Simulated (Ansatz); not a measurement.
The parent structure is GaAs in the zinc blende structure (space group F-43m, No. 216; a = 5.666 Å). Axes: x, y, z lie along the cube axes.

Modification: the cell is stretched by 3.60 % along y with no lateral relaxation; the atoms relax in the strained cell.

Levels (all Ansatz, a program for electronic structure, PAW, earlier PAW set): r2SCAN (500 eV, no spin-orbit coupling); HSE06 (420 eV, no spin-orbit coupling); HSE06+SOC (420 eV, noncollinear with spin-orbit coupling).

At the geometry relaxed with r2SCAN, these levels gave the following band gaps, in shuffled order: (a) 0.61 eV, (b) 0.87 eV, (c) 0.99 eV.

Task: Match each gap to its level.

Result: (a) r2SCAN; (b) HSE06+SOC; (c) HSE06.

Single points use the geometry relaxed with r2SCAN. The spin-orbit shifts are approximate. Whether these cells are dynamically stable was not tested.
